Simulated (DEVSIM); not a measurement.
Device: abrupt Si n-p junction, at 350 K.

Layer 1 from the left is Si, thickness (μm) 0.330, Nd (cm⁻³) 2.7e15, τn (s) 6.2e-5, τp (s) 6.2e-5. Layer 2 from the left is Si, thickness (μm) 42.0, Na (cm⁻³) 1.7e14, τn (s) 6.2e-5, τp (s) 6.2e-5.

Left contact: ohmic. Right contact: ohmic. Voltage is applied to the left contact. Recombination: SRH at mid-gap. Mobility is μmin + (μ − μmin)/(1 + (N/Nref)^α).

This is a model device: material constants are rounded textbook-type values typed into the input, and sizes, dopings and lifetimes were drawn at random. Values at 300 K; Nc and Nv go as T^1.5, mobilities as T to minus their exponent, the gap by Varshni's rule with the affinity fixed.

Si: gap (eV) 1.124, affinity (eV) 4.05, permittivity 11.7, Nc (cm⁻³) 2.86e19, Nv (cm⁻³) 3.1e19, μn (cm²/Vs) 1417, μp (cm²/Vs) 470, μn,min 52, μp,min 45, Nref,n 9.7e16, Nref,p 2.2e17, αn 0.68, αp 0.72, T exponent of μn 2.3, T exponent of μp 2.2, Varshni α (eV/K) 0.000473, Varshni β (K) 636.

Estimate by hand the built-in potential, the peak field at zero bias, and compare with a numerical solution.


- Built-in potential: ni = √(Nc Nv) exp(−Eg/2kT) = 3.78e11 cm⁻³ with Eg = 1.111 eV; Vbi = kT/q ln(Na Nd/ni²) = 0.452 V; numerical 0.452 V.
- Peak field at zero bias: depletion approximation: W = √(2εVbi/(qN)) = 1.91 μm with N = 1.60e14 cm⁻³; field = 2Vbi/W = 4730 V/cm; numerical 4870 V/cm (estimate below by 2.9 %).

Simulated with DEVSIM: 1D drift-diffusion, Boltzmann statistics, complete ionisation; no tunnelling, impact ionisation, image-force lowering or self-heating.
